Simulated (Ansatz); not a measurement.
Al_In (zinc-blende InP host)

Computed with PBE, PAW (plane waves to 420 eV; Ansatz, a first-principles code). Set-up: 64-site cell; 2×2×2 shifted k-points; start: the In site; no spin–orbit coupling; not converged in cell size.

Neighbours after relaxation, in Å: of the Al atom: P 2.43, P 2.43, P 2.43, P 2.43.

Formation energies E_f are those of the neutral cell. Chemical conditions: In-rich (Δμ(In) = 0.00 eV, Δμ(Al) = -0.78 eV, bounded by zinc-blende AlP; only phases computed here count, gases as isolated molecules at 0 K); P-rich (Δμ(In) = -0.49 eV, Δμ(Al) = -1.26 eV, bounded by zinc-blende AlP; only phases computed here count, gases as isolated molecules at 0 K). Reference phases: Al: fcc Al, In: tetragonal indium.

| charge | moment (μB) | largest move off a lattice site (Å) | E_f, In-rich (eV) | E_f, P-rich (eV) |
|---|---|---|---|---|
| 0 | not spin-polarised | 0.15 | 0.13 | 0.13 |
